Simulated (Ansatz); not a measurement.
The starting structures come from a database of crystals and need not be the phases stable at ambient conditions.

 Where the default PAW files enter, the runs use the earlier of Ansatz's two default sets.

Given:

```yaml
crystal:
  lattice:
    - [4.94923, 0.00000, 0.00000]
    - [1.86803, 5.32809, 0.00000]
    - [-2.28676, 0.29269, 5.72941]
  atoms:
    - { symbol: Si, position: [0.32990, 0.22485, 0.22656] }
    - { symbol: Si, position: [0.76311, 0.65623, 0.43246] }
    - { symbol: Si, position: [0.64013, 0.40560, 0.88025] }
    - { symbol: Si, position: [0.15606, 0.02776, 0.68909] }
    - { symbol: P, position: [0.83947, 0.98376, 0.31931] }
    - { symbol: P, position: [0.38015, 0.58849, 0.12328] }
    - { symbol: P, position: [0.23263, 0.35755, 0.56337] }
    - { symbol: P, position: [0.65797, 0.77211, 0.75796] }
    - { symbol: Ru, position: [0.00068, 0.00185, 0.99922] }
```

Space group of this cell: P1. The cell is taken as given.

Transport runs along the normal of the first two printed cell vectors.

No gap correction and no spin-orbit coupling; mid-gap values are interpolated between computed energies.

**Question.** Predict the band gap and the smallest decay constant κ at mid-gap from r2SCAN (Ansatz, an electronic-structure program).

**Answer.** Gap 1.67 eV on a 8×6×6 mesh; κ = 0.201 1/Å, at (0.500, 0.000) of the in-plane reciprocal vectors. At the zone centre, at the nearest computed energy, the slowest state has κ = 0.20 1/Å.
